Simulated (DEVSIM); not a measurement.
Structure: Ni/HfO2/SiO2/p-Si capacitor, at 300 K.

```tsv
layer (left to right)	material	thickness (nm)	Na (cm⁻³)
1	HfO2	5.20	-
2	SiO2	1.30	-
3	Si	1700	1.2e17
```

Metal gate on the left, work function 5.1 eV. Fixed charge at the semiconductor interface 0 cm⁻² (in units of +e); no interface traps.

The device is made up for the run: typed textbook-type constants, with dimensions and the other settings drawn at random. Values at 300 K.

| parameter | HfO2 | SiO2 | Si |
|---|---|---|---|
| gap (eV) | 5.7 | 9 | 1.124 |
| affinity (eV) | 2.5 | 0.9 | 4.05 |
| permittivity | 22 | 3.9 | 11.7 |
| Nc (cm⁻³) | - | - | 2.86e19 |
| Nv (cm⁻³) | - | - | 3.1e19 |

DEVSIM, 1D Poisson equation in equilibrium, Boltzmann statistics, complete ionisation; no quantum confinement or tunnelling. Metal contacts follow the ideal Schottky-Mott rule: no Fermi-level pinning, no interface dipoles.

### Question
Tabulate band edges, carrier densities and field at 0.7 V on the gate.

### Answer
Energies count from the Fermi level of the right contact; mesh points crowd at the junctions.

```csv
x (μm),Ec (eV),Ev (eV),n (cm⁻³),p (cm⁻³),field (V/cm)
0.000,1.900,-3.800,< 1e2,< 1e2,73000
0.001135,1.908,-3.792,< 1e2,< 1e2,73000
0.002687,1.920,-3.780,< 1e2,< 1e2,73000
0.004297,1.931,-3.768,< 1e2,< 1e2,73000
0.005551,3.553,-5.447,< 1e2,< 1e2,410000
0.006128,3.577,-5.423,< 1e2,< 1e2,410000
0.007082,0.450,-0.674,8.0e11,1.5e8,140000
0.01015,0.491,-0.633,1.6e11,7.1e8,130000
0.01583,0.562,-0.562,1.0e10,1.1e10,120000
0.02743,0.690,-0.434,7.4e7,1.6e12,99000
0.05346,0.885,-0.239,39000,3.0e15,51000
0.1382,0.980,-0.144,970,1.2e17,120
0.2948,0.980,-0.144,970,1.2e17,≈ 0
0.6360,0.980,-0.144,970,1.2e17,≈ 0
1.290,0.980,-0.144,970,1.2e17,≈ 0
1.516,0.980,-0.144,970,1.2e17,≈ 0
1.617,0.980,-0.144,970,1.2e17,≈ 0
1.666,0.980,-0.144,970,1.2e17,≈ 0
1.692,0.980,-0.144,970,1.2e17,≈ 0
1.701,0.980,-0.144,970,1.2e17,≈ 0
1.704,0.980,-0.144,970,1.2e17,≈ 0
1.706,0.980,-0.144,970,1.2e17,≈ 0
```
